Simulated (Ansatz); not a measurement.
The reference is BAs in the zinc blende structure (space group F-43m, No. 216; a = 4.7679 Å).

Method: Ansatz (a first-principles code), PBEsol, PAW, cutoff 420 eV, without spin-orbit coupling.

One change was made to it. Results:

| quantity | base | after |
|---|---|---|
| band gap | 1.08 eV | zero |
| lattice parameter a | 4.768 Å | 4.921 Å |

Task: Which change produced these results?
A. As → Au
B. As → Ga
C. As → P

Result: A, As → Au. For comparison, the lattice parameter a in the other runs: As → Ga gives 4.883 Å; As → P gives 4.520 Å.

Stability against distortions was not tested. As relaxed here, AuB and GaB are hypothetical phases, not in the database extracts checked. The final runs are not spin-polarised.
